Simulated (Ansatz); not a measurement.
Partial pair distribution functions of a relaxed model of amorphous Ga12As12Se36, broadened by 0.06 Å; density 4.65 g/cm³. The numbers are results of PBE-D3(BJ), scalar-relativistic without spin-orbit coupling, PAW (Ansatz default set, large-core Se) (plane waves to 420 eV; Ansatz, a program for electronic structure), not measurements.

Preparation: random packing, a CHGNet melt and quench, and a DFT relaxation. The hot cell started wider than the set density and was brought back towards it in steps. It is the lowest in DFT energy of 3 quenches. It is a model cell: composition and starting density were chosen by hand, and all elements were melted together. The geometry includes D3(BJ) dispersion. Its density started from a set value of 4.43 and ended at 4.65 g/cm³. The quench (nominally 99 K/ps over its main leg) was far faster than any real one, so the model tends to hold more defects than a real film. A cell of this size samples the disorder only roughly. Volume and shape were free in the relaxation.

```json
[
 {"r (Å)": "2.10", "g Ga-Se": "0.00", "g As-Se": "0.00", "g Ga-Ga": "0.00", "g As-As": "0.00"},
 {"r (Å)": "2.20", "g Ga-Se": "0.11", "g As-Se": "0.10", "g Ga-Ga": "0.00", "g As-As": "0.00"},
 {"r (Å)": "2.30", "g Ga-Se": "2.87", "g As-Se": "1.86", "g Ga-Ga": "0.00", "g As-As": "0.02"},
 {"r (Å)": "2.40", "g Ga-Se": "9.52", "g As-Se": "6.92", "g Ga-Ga": "0.00", "g As-As": "0.84"},
 {"r (Å)": "2.50", "g Ga-Se": "8.48", "g As-Se": "4.23", "g Ga-Ga": "0.00", "g As-As": "3.14"},
 {"r (Å)": "2.60", "g Ga-Se": "2.51", "g As-Se": "1.39", "g Ga-Ga": "0.00", "g As-As": "2.75"},
 {"r (Å)": "2.70", "g Ga-Se": "0.14", "g As-Se": "0.84", "g Ga-Ga": "0.00", "g As-As": "1.41"},
 {"r (Å)": "2.80", "g Ga-Se": "0.00", "g As-Se": "0.47", "g Ga-Ga": "0.00", "g As-As": "0.10"},
 {"r (Å)": "2.90", "g Ga-Se": "0.00", "g As-Se": "0.42", "g Ga-Ga": "0.00", "g As-As": "0.00"},
 {"r (Å)": "3.00", "g Ga-Se": "0.00", "g As-Se": "0.42", "g Ga-Ga": "0.06", "g As-As": "0.00"},
 {"r (Å)": "3.10", "g Ga-Se": "0.06", "g As-Se": "0.47", "g Ga-Ga": "1.29", "g As-As": "0.22"},
 {"r (Å)": "3.20", "g Ga-Se": "0.26", "g As-Se": "0.24", "g Ga-Ga": "2.87", "g As-As": "1.32"},
 {"r (Å)": "3.30", "g Ga-Se": "0.23", "g As-Se": "0.59", "g Ga-Ga": "1.59", "g As-As": "1.55"},
 {"r (Å)": "3.40", "g Ga-Se": "0.15", "g As-Se": "0.83", "g Ga-Ga": "2.47", "g As-As": "1.72"},
 {"r (Å)": "3.50", "g Ga-Se": "0.49", "g As-Se": "1.56", "g Ga-Ga": "4.01", "g As-As": "1.46"},
 {"r (Å)": "3.60", "g Ga-Se": "0.39", "g As-Se": "2.05", "g Ga-Ga": "2.68", "g As-As": "0.16"},
 {"r (Å)": "3.70", "g Ga-Se": "0.40", "g As-Se": "1.03", "g Ga-Ga": "1.41", "g As-As": "0.00"},
 {"r (Å)": "3.80", "g Ga-Se": "0.41", "g As-Se": "1.04", "g Ga-Ga": "2.00", "g As-As": "0.16"},
 {"r (Å)": "3.90", "g Ga-Se": "0.73", "g As-Se": "1.07", "g Ga-Ga": "1.18", "g As-As": "0.79"},
 {"r (Å)": "4.00", "g Ga-Se": "0.76", "g As-Se": "1.37", "g Ga-Ga": "1.14", "g As-As": "0.71"},
 {"r (Å)": "4.10", "g Ga-Se": "0.58", "g As-Se": "1.28", "g Ga-Ga": "1.93", "g As-As": "1.83"},
 {"r (Å)": "4.20", "g Ga-Se": "0.93", "g As-Se": "1.14", "g Ga-Ga": "2.10", "g As-As": "1.17"},
 {"r (Å)": "4.30", "g Ga-Se": "1.48", "g As-Se": "0.70", "g Ga-Ga": "0.89", "g As-As": "0.65"},
 {"r (Å)": "4.40", "g Ga-Se": "0.94", "g As-Se": "0.74", "g Ga-Ga": "0.07", "g As-As": "0.24"},
 {"r (Å)": "4.50", "g Ga-Se": "1.01", "g As-Se": "0.81", "g Ga-Ga": "0.42", "g As-As": "0.66"},
 {"r (Å)": "4.60", "g Ga-Se": "1.23", "g As-Se": "0.59", "g Ga-Ga": "0.45", "g As-As": "0.66"},
 {"r (Å)": "4.70", "g Ga-Se": "1.17", "g As-Se": "0.61", "g Ga-Ga": "0.56", "g As-As": "0.56"},
 {"r (Å)": "4.80", "g Ga-Se": "0.87", "g As-Se": "0.60", "g Ga-Ga": "0.77", "g As-As": "1.50"},
 {"r (Å)": "4.90", "g Ga-Se": "0.70", "g As-Se": "0.64", "g Ga-Ga": "0.25", "g As-As": "0.59"},
 {"r (Å)": "5.00", "g Ga-Se": "0.96", "g As-Se": "0.93", "g Ga-Ga": "0.39", "g As-As": "0.48"},
 {"r (Å)": "5.10", "g Ga-Se": "1.30", "g As-Se": "0.82", "g Ga-Ga": "0.75", "g As-As": "0.52"},
 {"r (Å)": "5.20", "g Ga-Se": "0.96", "g As-Se": "0.82", "g Ga-Ga": "0.24", "g As-As": "1.28"},
 {"r (Å)": "5.30", "g Ga-Se": "0.83", "g As-Se": "1.02", "g Ga-Ga": "0.01", "g As-As": "1.53"},
 {"r (Å)": "5.40", "g Ga-Se": "1.11", "g As-Se": "1.29", "g Ga-Ga": "0.10", "g As-As": "1.04"},
 {"r (Å)": "5.50", "g Ga-Se": "1.07", "g As-Se": "1.01", "g Ga-Ga": "0.61", "g As-As": "1.02"},
 {"r (Å)": "5.60", "g Ga-Se": "1.54", "g As-Se": "1.17", "g Ga-Ga": "0.44", "g As-As": "0.67"},
 {"r (Å)": "5.70", "g Ga-Se": "1.61", "g As-Se": "1.36", "g Ga-Ga": "0.23", "g As-As": "0.75"}
]
```

Within 2.78 Å each Ga has 3.92 Se neighbours on average.
